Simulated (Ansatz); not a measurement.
We consider GaSnSiN (model structure, started from the AlSiCN type, R3m, No. 160, 4 atoms in the cell), described by r²SCAN (Ansatz, a quantum-chemistry and plane-wave program, plane waves, PAW).

Input file:

Ansatz 0.2 input:
```yaml
crystal:
  lattice:
    - [1.8946367999, 1.0938688953, 6.1887265619]
    - [-1.8946367999, 1.0938688953, 6.1887265619]
    - [0.0, -2.187738304, 6.1887264712]
  atoms:
    - { symbol: Ga, position: [0.0109042878, 0.0109042878, 0.0109042878] }
    - { symbol: N, position: [0.1195207198, 0.1195207198, 0.1195207198] }
    - { symbol: Sn, position: [0.4896485506, 0.4896485506, 0.4896485506] }
    - { symbol: Si, position: [0.6299594419, 0.6299594419, 0.6299594419] }
basis:
  ecutwfc: 560
  ecutrho_ratio: 4
  xc_grid: 3
kpoints:
  mp_grid: { grid: [18, 18, 18] }
hamiltonian:
  xc: r2scan
  dispersion: none
  pseudopotentials: { kind: paw }
scf:
  occupations: { method: fermi_dirac, width: 0.05 }
output:
  forces: true
  stress: true
  eigenvalues: true
relax:
  f_tol: 0.004
  escape_saddle: false
  max_steps: 80
  cell: { stress_tol: 0.02, fix: [volume] }
```

From the output:

```
Relaxation: its limit of steps is 80 (relax.max_steps)
Crystal: 4 atoms, lattice volume = 76.956 Å³
Basis set: ecut = 560 eV, 2309 PW (Γ), FFT grids on a1−a3, a2−a3, a3, exchange–correlation on 90×90×162 points (27 copies of the dense FFT grid, shifted against one another)
Bands: 22, of which v1, the nominal top of the filled ones, is band 18 counted from 1 (17 counted from 0)
Symmetry: 6 space group operations
Space group: R3m (ITA 160), of the structure as read, at distance tolerance 4.3e-5 Å
k-points: 580 of 5832 (time reversal used)
Functional: x = r2scan, c = r2scan; τ floored in thin density (d = 2e-4 eV/Å³)
SCF iter   1: F=—  HF=-10851.558229 eV  |F-HF|=—  |Δ(HF+E_count)|=         —  Δρ=7.70e-3  dr2=2.60e-2  dr2_τ=4.26e-2
SCF iter   2: F=—  HF=-10851.588391 eV  |F-HF|=—  |Δ(HF+E_count)|=   3.02e-2  Δρ=3.53e-3  dr2=1.07e-2  dr2_τ=1.52e-4
  ...
SCF 1 converged in 9 iterations: F = -10851.587334 eV  dr2 = 3.05e-8
Crystal: 4 atoms, lattice volume = 76.956 Å³
Initial density: handed on by an earlier stage of this run
SCF 2 converged in 4 iterations: F = -10851.587533 eV  dr2 = 1.15e-7
Crystal: 4 atoms, lattice volume = 76.956 Å³
SCF 3 converged in 5 iterations: F = -10851.587576 eV  dr2 = 1.17e-8
Crystal: 4 atoms, lattice volume = 76.956 Å³
SCF 4 converged in 5 iterations: F = -10851.587580 eV  dr2 = 2.05e-9
Crystal: 4 atoms, lattice volume = 76.956 Å³
SCF iter   6: F=—  HF=-10851.587581 eV  |F-HF|=—  |Δ(HF+E_count)|=  3.64e-12  Δρ=1.63e-7  dr2=1.83e-11  dr2_τ=1.29e-12
SCF iter   7: F=-10851.587581 eV  HF=-10851.587581 eV  |F-HF|=9.09e-12  |Δ(HF+E_count)|=  1.82e-12  Δρ=9.33e-8  dr2=6.02e-12  dr2_τ=3.18e-13
SCF 5 converged in 7 iterations: F = -10851.587581 eV  dr2 = 6.02e-12
SCF converged after 7 iterations
Free energy (F): -10851.587581 eV
Internal energy: -10851.577022 eV  (E = F + TS)
E sigma→0 (E₀):  -10851.582301 eV
Fermi energy:    8.485435 eV
--- Forces (eV/Å), atoms counted from 1 ---
  atom   1  Ga     0.00000000    -0.00000000     0.00020352
  atom   2  N      0.00000000     0.00000000    -0.00069754
  atom   3  Sn     0.00000000    -0.00000000     0.00137854
  atom   4  Si     0.00000000     0.00000000    -0.00089373
--- Stress (GPa, compression-positive) ---
       -1.644398       0.000000       0.000000
        0.000000      -1.644398      -0.000000
        0.000000      -0.000000      -1.629172
  P = ⅓ Tr σ = -1.6393 GPa (-16.393 kbar)
```

The cell is one volume of an energy–volume scan, off the minimum.

The PAW data were made under PBE.

Note: the relaxation could raise the start's symmetry but not lower it, so the cell can be a saddle point.

It cost very roughly 17 core-minutes of CPU time.

A model structure was made by putting elements into a prototype or built by hand; it is no filed structure, need not be a known phase, and can be a saddle point held by its symmetry.
